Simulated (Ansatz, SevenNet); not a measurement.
For HfSi₂ (Cmcm, No. 63, 6 atoms in the cell; start mp-1069), the machine-learned potential SevenNet-0 (trained on PBE and PBE+U data) gives:

```
Item                                 Result
---------------------------  --------------
equilibrium volume per atom   16.41 Å³/atom
formation enthalpy           -0.589 eV/atom
```

**Question.** What does PBE-D4 (Ansatz, a quantum-chemistry and plane-wave program, plane waves, PAW) give for the same quantities?

**Answer.** 
- equilibrium volume per atom: 15.96 Å³/atom (falls by 2.7 %)
- formation enthalpy: -0.631 eV/atom (moves by -0.042 eV/atom)

Changes are worked out from the printed values.

Unless a cell is named, each level is at its own relaxed cell (SevenNet-0 16.41, PBE-D4 15.96 Å³/atom).

Levels without +SOC leave out spin–orbit coupling, which shifts energies and cells of such heavy elements.

Caveats: the relaxation could not lower the start's symmetry, so the cell can be a saddle point above a distorted one (SevenNet-0, PBE-D4). Ansatz's density-functional and Hartree–Fock values are scalar-relativistic unless marked +SOC, with PAW data made under PBE.

A start named mp-… is a Materials Project structure, which need not be a measured phase.
